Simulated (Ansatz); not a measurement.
**AlRu, pressure series**

Take AlRu in the CsCl type structure (space group Pm-3m, No. 221; a = 3.004 Å) as the base.

Cell and atoms are relaxed at each pressure.

Levels (all Ansatz, a first-principles code, PAW): PBE (420 eV, no spin-orbit coupling); PBEsol (420 eV, without spin-orbit coupling).

The base cell above is that of PBE; each level relaxes its own structures.

```
case              volume per atom, PBE  volume per atom, PBEsol
----------------  --------------------  -----------------------
pressure −2 GPa               13.69 Å³                 13.31 Å³
pressure −1 GPa               13.62 Å³                 13.24 Å³
pressure 0.3 GPa              13.53 Å³               (withheld)
pressure 0.7 GPa              13.50 Å³               (withheld)
pressure 1.5 GPa              13.45 Å³                 13.09 Å³
pressure 3 GPa                13.36 Å³               (withheld)
pressure 5 GPa                13.24 Å³                 12.90 Å³
pressure 7.5 GPa              13.10 Å³                 12.77 Å³
pressure 10 GPa               12.96 Å³               (withheld)
```

Some entries are withheld; estimate them.


- pressure 0.3 GPa, volume per atom, PBEsol: 13.17 Å³
- pressure 0.7 GPa, volume per atom, PBEsol: 13.14 Å³
- pressure 3 GPa, volume per atom, PBEsol: 13.01 Å³
- pressure 10 GPa, volume per atom, PBEsol: 12.65 Å³

PBE lies above PBEsol in every row, by 0.31 Å³ to 0.38 Å³. They put the cases in the same order.

Load acts through the strain it causes; cell and atoms are relaxed under it. No phonon test of stability was made. Competing high-pressure phases were not computed. The final runs are not spin-polarised.
